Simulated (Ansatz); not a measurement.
The starting structures come from a database of crystals and need not be the phases stable at ambient conditions.

 Where the default PAW files enter, the runs use the earlier of Ansatz's two default sets.

Crystal: Cs₂ZrF₆ (P-3m1, not sure to be the ambient phase, 9 atoms a cell, 19.5 Å³ an atom); planes in its conventional cell.

Level of theory: r2SCAN (plane waves, PAW; Ansatz, a quantum-chemistry and plane-wave program).

The gap is the functional's own, uncorrected, and κ follows it; spin-orbit coupling is left out. Mid-gap values are interpolated between the computed energies.

| plane | area of the cell (Å²) | mid-gap κ (1/Å) | largest κ in the gap (1/Å) |
|---|---|---|---|
| (100) | 31.7 | 0.53 | 0.54 |
| (001) | 35.3 | [?] | [?] |

Task: The slowest decay depends on the direction. Supply the withheld values.

Result: 
- (001), mid-gap κ (1/Å): 0.57
- (001), largest κ in the gap (1/Å): 0.57
